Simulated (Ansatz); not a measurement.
# Response to strain in Hf

Consider Hf in the hcp (Mg type) structure (space group P6_3/mmc, No. 194; relaxed with 0.1 eV smearing).

```yaml
crystal:
  lattice:
    - [3.11736, 0.00000, 0.00000]
    - [-1.55868, 2.69972, 0.00000]
    - [0.00000, 0.00000, 4.95007]
  atoms:
    - { symbol: Hf, position: [0.66667, 0.33333, 0.75000] }
    - { symbol: Hf, position: [0.33333, 0.66667, 0.25000] }
```

Cartesian axes are those of the cell as printed.

Strains are applied to the cell and any free atomic positions relax; under biaxial strain the out-of-plane vector relaxes too.

Computed with LDA, PAW, 420 eV (Ansatz, a first-principles code; no spin-orbit coupling).

| biaxial strain, plane normal [001], relaxed out of plane (%) | out-of-plane strain (%) |
|---|---|
| 0 | 0.00 |
| 0.5 | -0.37 |
| 1 | ? |
| 1.5 | -1.09 |
| 2 | -1.45 |
| 2.5 | -1.81 |
| 3 | -2.16 |

Question: Fit ε⊥ = −νε + γε² (strains in %) to the rows shown and predict the withheld row.

Answer: Least squares on the printed values gives ν = 0.74 (the biaxial Poisson response) and γ = 0.005 (largest residual 0.00 %); this predicts -0.73 %, and the run gives -0.74 %, in agreement.

No phonon test of stability was made. All final runs are without spin polarisation.
